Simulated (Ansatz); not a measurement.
Given:

```
CELL_PARAMETERS angstrom
      4.43572     0.00000     0.00000
      2.21786     3.84145     0.00000
      2.21786    -1.28048     3.75084
ATOMIC_POSITIONS crystal
  Te 0.00000 0.50000 0.50000
  Pb 0.00000 0.00000 0.00000
```

No spin polarisation.

Calculations: Ansatz (a first-principles code) LDA, without spin-orbit coupling. Γ-centred 9×9×9 mesh, Fermi–Dirac width 0.05 eV.

Question: Predict the band gap.

Answer: 0.26 eV.

Question: Estimate the mean in-plane stress (compression positive).

Answer: +1.2 GPa.

Spin-orbit coupling, missing from the scalar runs, can matter with Pb and Te. The cells carry an imposed strain or load. Stability against distortions was not tested. The cell was made from PbTe in the rock salt structure (space group Fm-3m, No. 225) by this change: biaxial strain −1.67 %, plane normal [111], relaxed out of plane. The zero or small gap of PbTe under biaxial strain −1.67 %, plane normal [111], relaxed out of plane can change with the level of theory.
